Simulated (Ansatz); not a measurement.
By PBEsol, the system below comes out a metal.

The ballistic (Sharvin) conductance counts the channels at the Fermi level: G/A = (e²/h) × channels of both spins per area.

Input:

```yaml
crystal:
  lattice:
    - [3.02593, 0.00000, 0.00000]
    - [-1.51297, 2.62053, 0.00000]
    - [0.00000, 0.00000, 3.22877]
  atoms:
    - { symbol: Ti, position: [0.00000, 0.00000, 0.00000] }
    - { symbol: B, position: [0.33333, 0.66667, 0.50000] }
    - { symbol: B, position: [0.66667, 0.33333, 0.50000] }
```

The cell is taken as given; by PBEsol it stands under a pressure of -4.6 GPa.

The current flows along the normal of the first two printed cell vectors, the (001) plane of the conventional cell. No spin-orbit coupling; the value is a mean over 0.1 eV about the Fermi level.

### Question
Compute, with PBEsol (Ansatz, a quantum-chemistry and plane-wave program), the ballistic conductance per area.

### Answer
0.28 × 10¹⁵ S/m² for both spins.
